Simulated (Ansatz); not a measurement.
The starting structures come from a database of crystals and need not be the phases stable at ambient conditions.

The decay constant κ of evanescent states in the gap governs leakage through a thin film.

Consider the following.

```xyz
12
Lattice="7.1635 0.0000 0.0000 0.0000 8.0871 0.0000 0.0000 4.0435 2.7115" Properties=species:S:1:pos:R:3 pbc="T T T"
Tl     3.5818     0.0000     0.0000
Tl     0.0000     0.0000     0.0000
P      5.3726     2.8704     0.0000
P      1.7909     5.2166     0.0000
O      3.0935     6.0002     0.0000
O      4.0700     2.0869     0.0000
O      6.6753     2.0869     0.0000
O      0.4883     6.0002     0.0000
O      1.7909     4.3094     1.2675
O      5.3726     7.8212     1.4441
O      5.3726     3.7776     1.2675
O      1.7909     8.3530     1.4441
```

Space group of this cell: Cmcm. The cell is taken as given; by PBEsol its mean pressure is 2.3 GPa.

Transport runs along the normal of the first two printed cell vectors.

The gap is the functional's own, uncorrected, and κ follows it; spin-orbit coupling is left out. Mid-gap values are interpolated between the computed energies.

Question: Compute, with PBEsol (Ansatz, a quantum-chemistry and plane-wave program), the band gap and the smallest decay constant κ at mid-gap.

Answer: Gap 0.89 eV on a 4×12×12 mesh; κ = 0.182 1/Å, at the zone centre.
